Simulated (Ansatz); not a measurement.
**CsCl-type CoAl**

Method: PBEsol (PAW; Ansatz, a quantum-chemistry and plane-wave program).

Settings: plane-wave cutoff 560 eV, 16×16×16 k mesh, Fermi–Dirac smearing 0.1 eV, perturbation theory, no spin polarisation, scalar-relativistic PAW data made under PBE.

Cell: relaxed at this level.

For CsCl-type CoAl, the TO(Γ) frequency comes out as 340 cm⁻¹.
